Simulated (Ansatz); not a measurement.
Structures of equal composition on the (111)A surface of 3C silicon carbide (Si plane on top): (√3x√3)R30° Bi adatom at H3; (√3x√3)R30° Bi adatom at T4. The slabs share one bottom face, and each structure is named by its start. These are constructed structures in small cells; real faces may alloy, dewet or reconstruct in larger ones, and not all known structures of the face are among them. Slabs of about 10 Å with all that they carry, Fermi-Dirac smearing of 0.025 eV. Bottom of the slabs: H caps. Relaxed from the named starts with such symmetry as they have, on meshes of like density; energies extrapolated to zero smearing; no spin-orbit coupling, no U. Spin-polarised runs, if any, are marked in brackets, and their order is one that fits the cell; the others ran without spin. Where a second, spin-polarised start was run, the lower counts.

Host crystal: 3C silicon carbide, with a band gap (PBE, scalar-relativistic without spin-orbit coupling).

These are HSE06, at the PBE geometry (plane waves to 420 eV, PAW; Ansatz, a first-principles code) values and carry that method's errors.

Task: Order them by energy per 1x1 cell (lowest first) at the level HSE06, at the PBE geometry.

Result: (√3x√3)R30° Bi adatom at T4 (0.000 eV), (√3x√3)R30° Bi adatom at H3 (0.119 eV)
